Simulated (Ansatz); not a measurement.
Start from TlF in the NiAs type structure (space group P6_3/mmc, No. 194; a = 3.8910 Å, c = 7.0145 Å; a hypothetical phase, not in the database extracts checked).

(Cell as relaxed with PBE.)

Levels (all Ansatz, a first-principles code, PAW): PBE (420 eV, without spin-orbit coupling); PBEsol (420 eV, without spin-orbit coupling).

Each level relaxes its own structure.

```
base                      PBE    PBEsol
-------------------  --------  --------
volume per atom      22.99 Å³  21.00 Å³
lattice parameter a   3.891 Å   3.752 Å
band gap              2.15 eV   1.90 eV
```

Perturbation: cell and atoms relaxed at a pressure of 3 GPa.

| quantity | PBE | PBEsol |
|---|---|---|
| gap character | indirect, Γ → M | … |
| shift of the gap caused by the change | -0.05 eV | … |
| lattice parameter a | 3.735 Å | … |
| band gap | 2.10 eV | … |
| smallest direct gap | 2.13 eV | … |

### Question
What does PBEsol give?

### Answer

- gap character, PBEsol: indirect, K → M
- shift of the gap caused by the change, PBEsol: -0.22 eV
- lattice parameter a, PBEsol: 3.603 Å
- band gap, PBEsol: 1.69 eV
- smallest direct gap, PBEsol: 1.98 eV

They disagree on the gap character; PBE's shift of the gap caused by the change lies 0.17 eV above PBEsol's; PBE's lattice parameter a lies 0.132 Å above PBEsol's (3.7 %); PBE's band gap lies 0.41 eV above PBEsol's; PBE's smallest direct gap lies 0.15 eV above PBEsol's. Neither level is exact; PBEsol is the comparison here, not a measurement.

Spin-orbit coupling, missing from the scalar runs, can matter with Tl. Load acts through the strain it causes; cell and atoms are relaxed under it. Stability against distortions was not tested.
